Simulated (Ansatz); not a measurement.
PBE against r2SCAN: hypothetical zinc blende NaI, uniaxial strain ε_xx = +0.20 %

The parent structure is NaI in the zinc blende structure (space group F-43m, No. 216; a = 7.163 Å; a hypothetical phase, not in the database extracts checked). Axes: x, y, z lie along the cube axes.

(Cell as relaxed with PBE.)

Levels (all Ansatz, a first-principles code, PAW): PBE (420 eV, without spin-orbit coupling); r2SCAN (500 eV, scalar-relativistic without spin-orbit coupling).

Each level relaxes its own structure.

```json
[
 {"base": "volume per atom", "PBE": "45.95 Å³", "r2SCAN": "44.51 Å³"},
 {"base": "lattice parameter a", "PBE": "7.163 Å", "r2SCAN": "7.088 Å"},
 {"base": "band gap", "PBE": "3.77 eV", "r2SCAN": "4.42 eV"}
]
```

Modification: the cell is stretched by 0.20 % along x with no lateral relaxation, atoms relaxed at fixed cell.

| quantity | PBE | r2SCAN |
|---|---|---|
| valley order (the lowest conduction-band minima on the path, energy above the VBM, named in the base's zone) | Γ 3.77 eV; X along [001] 5.21 eV; X along [100] 5.21 eV | Γ 4.41 eV; X along [001] 5.58 eV; X along [100] 5.58 eV |
| energy relative to the base (free energy F) | 0.0 meV/atom | 0.0 meV/atom |
| electron mass | 0.37 mₑ (at Γ) | 0.36 mₑ (at Γ) |

Both order the valleys alike; the two agree on the energy relative to the base. Neither level is exact; r2SCAN is the comparison here, not a measurement.

With I present, leaving out spin-orbit coupling can change the band edges. Effective masses come from finite differences of ±0.01 Å⁻¹. Stability against distortions was not tested.
